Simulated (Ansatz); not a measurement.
**NaI: response to strain**

The parent structure is NaI in the rock salt structure (space group Fm-3m, No. 225; a = 6.528 Å).

Strains are applied to the cell and any free atomic positions relax.

All numbers come from Ansatz (a first-principles code) PBE, no spin-orbit coupling.

Candidates:
(a) isotropic strain +1.50 %
(b) isotropic strain +3.00 %
(c) isotropic strain +0.50 %
(d) isotropic strain +2.00 %
(e) isotropic strain −1.00 %

Notes on the quantities. energy relative to the base: free energy F.

### Question
Order them by energy relative to the base, highest first.

### Answer
(b) isotropic strain +3.00 % (+12 meV/atom), (d) isotropic strain +2.00 % (+5.4 meV/atom), (a) isotropic strain +1.50 % (+3.1 meV/atom), (e) isotropic strain −1.00 % (+1.6 meV/atom), (c) isotropic strain +0.50 % (+0.3 meV/atom)

Stability against distortions was not tested.
